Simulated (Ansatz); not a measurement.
Pressure series in MnSi

The parent structure is MnSi (space group P2_13, No. 198; ferromagnetic).

```xyz
8
Lattice="4.5176 0.0000 0.0000 0.0000 4.5176 0.0000 0.0000 0.0000 4.5176" Properties=species:S:1:pos:R:3 pbc="T T T"
Mn     0.6164     0.6164     0.6164
Mn     2.8752     1.6424     3.9012
Mn     3.9012     2.8752     1.6424
Mn     1.6424     3.9012     2.8752
Si     3.8182     3.8182     3.8182
Si     1.5594     2.9582     0.6994
Si     0.6994     1.5594     2.9582
Si     2.9582     0.6994     1.5594
```

Cell and atoms are relaxed at each pressure.

Computed with PBE (Ansatz, a program for electronic structure), no SOC.

```csv
change,largest site moment,shortest interatomic distance
base,0.98 μB,2.279 Å
pressure −2 GPa,0.99 μB,2.285 Å
pressure −1 GPa,0.99 μB,2.282 Å
pressure 0.9 GPa,0.98 μB,___
pressure 2.1 GPa,0.97 μB,2.273 Å
pressure 4.5 GPa,0.96 μB,2.266 Å
pressure 9 GPa,0.92 μB,___
pressure 15 GPa,0.87 μB,___
pressure 22.5 GPa,0.80 μB,2.222 Å
pressure 30 GPa,0.73 μB,2.207 Å
```

Q: Complete the table.

A: 
- pressure 0.9 GPa, shortest interatomic distance: 2.276 Å
- pressure 9 GPa, shortest interatomic distance: 2.254 Å
- pressure 15 GPa, shortest interatomic distance: 2.239 Å

The magnetic state is the one reached from the starting moments; the real material's order can differ, and small cells can't hold many antiferromagnetic ones. Load acts through the strain it causes; cell and atoms are relaxed under it. Stability against distortions was not tested. No other phases were tried under pressure.
